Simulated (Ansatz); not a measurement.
A 16-atom cell of (Zr,Ta)N started in the rock salt structure, site fractions Zr 0.500, Ta 0.500, short-range order -0.17 in the first shell of the mixed sites (0 is random, a negative value favours unlike neighbours), space group Imma at the end, an ordered arrangement that its symmetry holds. The mixed sublattice has 8 sites.

The mixing enthalpy is taken against the end members in the rock salt type (which need not be the stable form of TaN), relaxed in the same cell and mesh, with TaN held in the symmetric form, which may not be a minimum.

Computed with PBE (plane waves to 420 eV, PAW; Ansatz, a program for electronic structure). No spin–orbit coupling; the runs are not spin-polarised. Its k-point mesh 5×5×5, Fermi–Dirac width 0.05 eV.

```tsv
cell	energy at zero smearing (eV)
ZrN	-36570.454
TaN	-82543.441
TaZrN2	-59557.105
```

Question: Work out the mixing enthalpy per mixed site and the interaction parameter Ω of a regular solution.

Answer: With x = 4/8 of the second end member, ΔH = [-59557.105 − 4/8 × (-36570.454) − 4/8 × (-82543.441)] / 8 = -20 meV against the separate end members. Ω = ΔH / x(1 − x) = -79 meV.
